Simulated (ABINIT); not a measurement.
Troubleshooting ABINIT: a failed run on Ga2Ag2TeSe3 (C2, 8 atoms in the cell). The aim is a self-consistent single point with DFT, PBEsol, plane waves, PAW (JTH v2.0 PBE PAW, files made for PBE).

Cell that was meant: a = 7.1684 Å, b = 7.1684 Å, c = 6.1765 Å, α = 114.71°, β = 114.71°, γ = 50.55°.

Part of the input:

```
natom 8
ntypat 4
znucl 31 47 52 34
typat 1 1 2 2 3 4 4
xred
         0.2543200000    0.4867800000    0.6102300000
         0.5132200000    0.7456800000    0.3897700000
```

The program printed (abridged):

```
 For atom type 1, psp file is ./Ga.GGA_PBE-JTH.xml
 For atom type 2, psp file is ./Ag.GGA_PBE-JTH.xml
 For atom type 3, psp file is ./Te.GGA_PBE-JTH.xml
 For atom type 4, psp file is ./Se.GGA_PBE-JTH.xml

 inpspheads: deduce mpsang = 3, n1xccc = 1.

=======================================================
 invars1m : enter jdtset= 0

--- !WARNING
src_file: m_parser.F90
src_line: 353
message: |
    Attempted to read ndig: 4 integer digits
    from string(1:ndig)= `XRED` to initialize an integer variable
    iomsg: Bad integer for item 1 in list input
...

--- !ERROR
src_file: m_parser.F90
src_line: 2071
mpi_rank: 0
message: |
    An error occurred reading data for keyword ` TYPAT`,
    looking for 8 elements.
    There is a problem with the input string:
     XRED 0.2543200000 0.4867800000 0.6102300000 0.5132200000 0.7456800000 0.3897700000 0.7381200000 0.0056200000 0.1292500000 0.9943800000 0.2618800000 0.8707500000 0.1468900000 0.8531100000 0.0000000000 0.5998900000 0.4001100000 0.5000000000 [...]
    Maybe a disagreement between the declared dimension of the array,
    and the number of items provided.
    Action: correct your input file and especially the keyword:  TYPAT
...

 abinit_abort: decision taken to exit. Check above messages for more info
Abort(13) on node 0 (rank 0 in comm 0): application called MPI_Abort(MPI_COMM_WORLD, 13) - process 0

--- !ERROR
src_file: m_parser.F90
src_line: 2071
mpi_rank: 0
message: |
    An error occurred reading data for keyword ` TYPAT`,
    looking for 8 elements.
    There is a problem with the input string:
     XRED 0.2543200000 0.4867800000 0.6102300000 0.5132200000 0.7456800000 0.3897700000 0.7381200000 0.0056200000 0.1292500000 0.9943800000 0.2618800000 0.8707500000 0.1468900000 0.8531100000 0.0000000000 0.5998900000 0.4001100000 0.5000000000 [...]
    Maybe a disagreement between the declared dimension of the array,
    and the number of items provided.
    Action: correct your input file and especially the keyword:  TYPAT
...
```

Task: From the messages shown, name the fault and mend the input.

Result: The fault is a list of atom types shorter than the atom count. Every atom needs a type. To fix it, complete the list. The program stopped before any SCF iteration.

The sound input it was made from differs as follows (other fixes are possible):
```diff
-typat 1 1 2 2 3 4 4
+typat 1 1 2 2 3 4 4 4
```

With that input, the run converged in 13 iterations: free energy E − TS -7395.19 eV; top of the valence band (on the code's own zero) -0.60 eV; gap on the k-point mesh 0.12 eV; pressure -2.69 GPa; largest force (vector length) 0.140 eV/Å (DFT, PBEsol, plane waves, PAW (JTH v2.0 PBE PAW, files made for PBE)).

On the sound input: the starting cell comes from a database of computed structures (which also holds hypothetical and non-ambient phases and stackings), without a prior relaxation at this level. Spin-orbit coupling is off. The potentials were made for another functional than the one used.
